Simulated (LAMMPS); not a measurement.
Quenches with several potentials: a melt of C (diamond structure), cooled from 5500 K to 300 K at 1e+13 K/s, at zero pressure.

Models:
- CH.rebo: classical MD, pair style rebo, file CH.rebo (LAMMPS)
- MEAM SiC.meam: classical MD, pair style meam, file SiC.meam (LAMMPS)
- SiC.gw: classical MD, pair style gw, file SiC.gw (LAMMPS)

```
potential      state                  density       coordination number                                                              most common C-C-C angle  energy above the crystal  rough cost (ms per atom and simulated ps)
-------------  -----  -----------------------  ------------------------  -----------------------------------------------------------------------------------  ------------------------  -----------------------------------------
MEAM SiC.meam  glass  3.36 g/cm³ (one sample)  5.18 (counted to 2.10 Å)  at the 3° bin centred on 103.5°, after smoothing over three bins (mean of all 103°)             0.695 eV/atom                                   10 to 30
CH.rebo        glass  2.26 g/cm³ (one sample)  3.12 (counted to 1.86 Å)  at the 3° bin centred on 118.5°, after smoothing over three bins (mean of all 117°)             0.311 eV/atom                                   10 to 30
SiC.gw         glass  2.49 g/cm³ (one sample)  3.94 (counted to 2.26 Å)  at the 3° bin centred on 106.5°, after smoothing over three bins (mean of all 110°)             0.180 eV/atom                                    3 to 10
```

Costs are rough: whole-run CPU time with set-up and analysis, from shared machines, in bands a factor of about three wide.

Caution: the potential MEAM SiC.meam is made for SiC, not for the elements.

Caution: at ambient pressure real C sublimes or decomposes before or as it melts, so this liquid is the model's.

Caution: the potential SiC.gw is made for SiC, not for the elements.

Caution: with SiC.gw the 0 K volume of this crystal is 28 % off the measured one.
